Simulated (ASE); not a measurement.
Pair distribution function (Mg-Te) of MgTe (wurtzite), cell Mg48Te48, with the crystal as the starting point [in the run: it stayed crystalline; mean temperature 306 K (target 300 K); density 3.65 g/cm³, volume +4 % from the start crystal's; cell edges +1, +1, +3 % from the start crystal's], from MD at 306 K. All values below come from the machine-learned potential CHGNet 0.3.0 (ASE). Volume per atom 34.55 Å³, mean pressure 0.0 GPa. 

```
r (Å) | g(r)
     1.82 |  0.00
     1.86 |  0.00
     1.90 |  0.00
     1.94 |  0.00
     1.98 |  0.00
     2.02 |  0.00
     2.06 |  0.00
     2.10 |  0.00
     2.14 |  0.00
     2.18 |  0.00
     2.22 |  0.00
     2.26 |  0.00
     2.30 |  0.00
     2.34 |  0.00
     2.38 |  0.00
     2.42 |  0.00
     2.46 |  0.00
     2.50 |  0.00
     2.54 |  0.06
     2.58 | # 0.38
     2.62 | #### 1.19
     2.66 | ########## 3.25
     2.70 | ################# 5.82
     2.74 | ######################### 8.45
     2.78 | ############################## 9.96
     2.82 | ############################## 10.1
     2.86 | ########################### 9.11
     2.90 | ##################### 6.88
     2.94 | ############### 5.06
     2.98 | ########## 3.41
     3.02 | ###### 2.05
     3.06 | #### 1.31
     3.10 | ## 0.70
     3.14 | # 0.41
     3.18 | # 0.22
     3.22 |  0.15
     3.26 |  0.06
     3.30 |  0.03
     3.34 |  0.01
     3.38 |  0.01
     3.42 |  0.00
     3.46 |  0.00
     3.50 |  0.00
     3.54 |  0.00
     3.58 |  0.00
     3.62 |  0.00
     3.66 |  0.00
     3.70 |  0.00
     3.74 |  0.00
     3.78 |  0.00
     3.82 |  0.00
     3.86 |  0.00
     3.90 |  0.00
     3.94 |  0.00
     3.98 |  0.00
     4.02 |  0.00
     4.06 |  0.01
     4.10 |  0.00
     4.14 |  0.00
     4.18 |  0.00
     4.22 |  0.00
     4.26 |  0.01
     4.30 |  0.01
     4.34 |  0.02
     4.38 |  0.04
     4.42 |  0.08
     4.46 |  0.12
     4.50 |  0.15
     4.54 | # 0.24
     4.58 | # 0.30
     4.62 | # 0.38
     4.66 | # 0.47
     4.70 | # 0.49
     4.74 | ## 0.56
     4.78 | ## 0.65
     4.82 | ## 0.71
     4.86 | ## 0.80
     4.90 | ### 0.86
     4.94 | ### 0.94
     4.98 | ### 1.09
     5.02 | #### 1.25
     5.06 | #### 1.44
     5.10 | ##### 1.60
     5.14 | ##### 1.83
     5.18 | ###### 2.08
     5.22 | ####### 2.22
     5.26 | ######## 2.56
     5.30 | ######## 2.75
     5.34 | ######### 2.96
     5.38 | ######### 2.90
```

Task: State where the first shell ends and the number of neighbours in it.

Result: g is nil from 3.4 to 4.3 Å, so any cut there serves; 4.0 Te round each Mg and 4.0 Mg round each Te in the shell, from n = 4πρ∫r²g(r)dr.
